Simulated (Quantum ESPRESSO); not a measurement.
## Variants of one calculation on EuRh2 (Fd-3m, 6 atoms in the cell)

```xyz
6
Lattice="-3.7633 0.0000 3.7633 0.0000 3.7633 3.7633 -3.7633 3.7633 0.0000" Properties=species:S:1:pos:R:3 pbc="T T T"
Rh    -4.7041     4.7041     4.7041
Rh    -2.8224     4.7041     2.8224
Rh    -2.8224     2.8224     4.7041
Rh    -4.7041     2.8224     2.8224
Eu     0.0000     0.0000     0.0000
Eu    -1.8816     1.8816     1.8816
```
Moments meant for the start (each program seeds them in its own way; μB, in the order of the atoms Rh Rh Rh Rh Eu Eu): 0.0 0.0 0.0 0.0 7.0 7.0.

Base run A: LDA (PZ), SSSP 1.1.2 efficiency (PBE) pseudopotentials run with Quantum ESPRESSO 7.5, self-consistent single point.

Its settings: ecutwfc = 60 Ry; ecutrho = 480 Ry; occupations = smearing; smearing = methfessel-paxton; degauss = 0.019992 Ry; nspin = 2; input_dft = pz; potentials = {Rh: Rh_ONCV_PBE-1.0.oncvpsp.upf, Eu: Eu.GGA-PBE-paw-v1.0.UPF}; K_POINTS = automatic 3 3 3 0 0 0; conv_thr = 1e-10 Ry; mixing_beta = 0.3.

The starting cell comes from a database of published, mostly measured structures (it also holds non-ambient and calculated ones), without a prior relaxation at this level. Its lattice was rescaled by a random factor within 2.5 % of one. The magnetic order is the one reached from the typed start; others were not searched systematically. With U or open f shells several self-consistent states can exist. The f electrons are in the valence without U or exact exchange, which can misplace them near the Fermi level. Spin-orbit terms, which matter for f shells, are left out. In the base run, with a pressure of about -6 GPa the cell is away from its equilibrium volume at this level. Without a gap this mesh is coarse (it stands for a supercell whose shortest vector is 16 Å).

ΔF is the free energy per atom less that of run A. 

```json
[
 {"run": "A", "change": "base", "ΔF (meV/atom)": "0.00", "pressure (GPa)": "-5.93", "size of the net moment (μB/atom)": "1.93", "k-points": "4"},
 {"run": "B", "change": "nbnd: default → 115", "ΔF (meV/atom)": "0.00", "pressure (GPa)": "-5.94", "size of the net moment (μB/atom)": "1.93", "k-points": "4"},
 {"run": "C", "change": "degauss: 0.019992 Ry → 0.0073499 Ry", "ΔF (meV/atom)": "-2.7", "pressure (GPa)": "-5.99", "size of the net moment (μB/atom)": "1.96", "k-points": "4"},
 {"run": "D", "change": "K_POINTS: automatic 3 3 3 0 0 0 → automatic 5 5 5 0 0 0", "ΔF (meV/atom)": "-22.7", "pressure (GPa)": "-6.55", "size of the net moment (μB/atom)": "2.14", "k-points": "10"}
]
```

Run D against A: The free energy drops by 22.7 meV/atom, the pressure goes from -5.93 to -6.55 GPa and the size of the net moment goes from 1.93 to 2.14 μB/atom.

Run C against A: The free energy falls by 2.7 meV/atom, the pressure moves little (-5.93 to -5.99 GPa) and the size of the net moment goes from 1.93 to 1.96 μB/atom.
